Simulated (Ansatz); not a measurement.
Here is the system:

```
CELL_PARAMETERS angstrom
      4.10580     0.00000     0.00000
      0.00000     4.10580     0.00000
      0.00000     0.00000     4.10580
ATOMIC_POSITIONS crystal
  Sr 0.50000 0.50000 0.50000
  Hf 0.00000 0.00000 0.00000
  O  0.00000 0.50000 0.00000
  O  0.50000 0.00000 0.00000
  O  0.00000 0.00000 0.50000
```

No spin polarisation.

0.484 electrons added to each cell, a density of 7.0×10^21 cm⁻³, with a uniform compensating background at fixed cell and a 300 K Fermi–Dirac width.

Computed with PBEsol (Ansatz, a quantum-chemistry and plane-wave program), no spin-orbit coupling. Γ-centred 11×11×11 mesh, Fermi–Dirac width 0.0259 eV.

Problem. Predict the gap between the host's bands and Fermi level from band edge.

Solution. 
* **Gap between the host's bands**: 3.92 eV
* **Fermi level relative to the doped band's edge (positive inside the band; to 0.05 eV)**: +0.85 eV

Charged cell with a jellium background: band edges are those of the host's band count, energies are not comparable with the neutral cell, and many-body gap narrowing is missing. Spin-orbit coupling, missing from the scalar runs, can matter with Hf. Whether these cells are dynamically stable was not tested. The cell was made from SrHfO3 in the cubic perovskite structure (space group Pm-3m, No. 221) by this change: electrons 7.0×10^21 cm⁻³. Many cubic perovskites are stable only at high temperature; tilts and polar distortions were not tested.
